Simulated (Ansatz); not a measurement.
Partial pair distribution functions of a relaxed model of amorphous Ti20O43Al2, broadened by 0.06 Å; density 3.65 g/cm³. Level of theory: PBE, scalar-relativistic without spin-orbit coupling (plane waves to 420 eV, PAW; Ansatz, an electronic-structure program).

Preparation: random packing, a CHGNet melt and quench, and a DFT relaxation. O atoms were pushed apart under 1.9 Å during the dynamics, to hinder bonds among them. The hot cell started wider than the set density and was brought back towards it in steps. It is the lowest in DFT energy of 2 quenches. It is a model cell: composition and starting density were chosen by hand, and all elements were melted together. No dispersion term was used. Its density started from a set value of 3.56 and ended at 3.65 g/cm³. The simulated quench (nominally 240 K/ps over its main leg) is rapid and tends to freeze in more defects than a deposited or slowly cooled glass has. One small periodic cell is one sample of the glass; other quenches scatter about these values. Volume and shape were free in the relaxation. On a 2×2×2 Γ-centred mesh force components of up to 0.13 eV/Å stay, since the relaxation ran on the zone centre alone.

```
r (Å)  g Ti-O  g O-Al  g Ti-Ti  g O-O
-----  ------  ------  -------  -----
1.55     0.00    0.00     0.00   0.00
1.65     0.23    0.17     0.00   0.00
1.75     2.44    3.02     0.00   0.00
1.85     5.50    7.50     0.00   0.00
1.95     5.28    7.67     0.00   0.00
2.05     3.78    3.07     0.00   0.00
2.15     2.15    0.29     0.00   0.00
2.25     0.91    0.00     0.00   0.02
2.35     0.42    0.00     0.00   0.33
2.45     0.23    0.00     0.00   1.37
2.55     0.22    0.00     0.00   2.15
2.65     0.12    0.00     0.01   2.41
2.75     0.05    0.00     0.16   2.56
2.85     0.09    0.00     0.26   2.80
2.95     0.15    0.15     0.95   2.51
3.05     0.13    0.55     2.16   1.66
3.15     0.42    0.50     1.87   1.06
3.25     0.62    0.26     2.36   0.94
3.35     0.80    0.02     3.02   0.59
3.45     0.79    0.43     2.74   0.51
3.55     0.84    1.42     2.31   0.38
3.65     1.13    2.29     1.79   0.48
3.75     1.26    1.91     1.57   0.62
3.85     1.04    0.59     1.17   0.83
3.95     1.22    1.10     0.81   0.93
4.05     1.28    1.65     0.75   0.84
4.15     1.48    1.87     0.34   0.64
4.25     1.59    1.40     0.14   0.66
4.35     1.55    1.19     0.27   0.63
4.45     1.51    1.30     0.42   0.63
```

Within 2.64 Å each Ti has 5.80 O neighbours on average.
